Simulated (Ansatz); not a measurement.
Structures of equal composition on the (100) surface of fcc Cu: a layer of Re in place of the second plane; a layer of Re in place of the third plane. The slabs share one bottom face, and each structure is named by its start. These are constructed structures in small cells; real faces may alloy, dewet or reconstruct in larger ones, and not all known structures of the face are among them. Slabs of about 9 Å with all that they carry, Fermi-Dirac smearing of 0.1 eV. Bottom of the slabs: a bare face, its two planes held. Relaxed from the named starts with such symmetry as they have, on meshes of like density; energies extrapolated to zero smearing; no spin-orbit coupling, no U. Spin-polarised runs, if any, are marked in brackets, and their order is one that fits the cell; the others ran without spin.

Method: PBE (plane waves to 420 eV, PAW; Ansatz, a quantum-chemistry and plane-wave program).

Order them by energy per 1x1 cell (lowest first) at the level PBE.

a layer of Re in place of the third plane (0.000 eV), a layer of Re in place of the second plane (0.130 eV)
